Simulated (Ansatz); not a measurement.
LiCl: energy against strain

LiCl (rock salt, Fm-3m, 16.235 Å³/atom at rest, cube axes along x, y and z) under a strain ε along a cube axis (axis z), the other axes held. PBEsol in Ansatz, a plane-wave DFT program (PAW, default set), 420 eV, 11×11×11 Γ-centred mesh, Fermi-Dirac smearing 0.05 eV; ions are relaxed within the symmetry of each cell.

Here s stands for strain and y for E less E0.

```csv
strain (%),E less E0 (meV/atom)
-3.00,?
-1.50,0.77
-1.00,0.34
-0.50,0.08
0.00,0.00
0.50,0.08
1.00,0.31
1.50,0.67
```

The 7 complete rows are fitted with a parabola, y against s. Least squares gives y = 0.001 - 0.0257·s + 0.3200·s². Residuals (row less fit): 0.010, -0.007, -0.014, -0.001, 0.012, 0.015, -0.012; standard error 0.015 (degrees of freedom: 4). Twice the quadratic coefficient over the volume, 2 × 0.3200 meV × 10⁴ × 0.1602 / 16.235 Å³, is the elastic constant C11 = 63 ± 1.3 GPa.

Q: Estimate the missing y (s = -3.00); what did the run itself give?

A: y = 0.001 - 0.0257 × (-3.0) + 0.3200 × (-3.0)² = 2.958 meV/atom. The calculation gives 3.28 meV/atom, 0.322 meV/atom above the prediction (9.8 % of the range of y in the table). The row lies outside the fitted rows, so this is an extrapolation. From the scatter of the fitted rows alone, a prediction at this place has a standard error of 0.056 meV/atom, so the miss is 5.8 times that.

One order more, fitted to all 13 runs of the series, follows each within 0.01, so the miss is the next term of a smooth law. Rows are the converged runs of the series near zero and its far end; series whose fitted rows scatter by over a few per cent of the range, as at a crossing or softening among them, aren't shown in this form. Most that stay on the fit to the last digits aren't either.
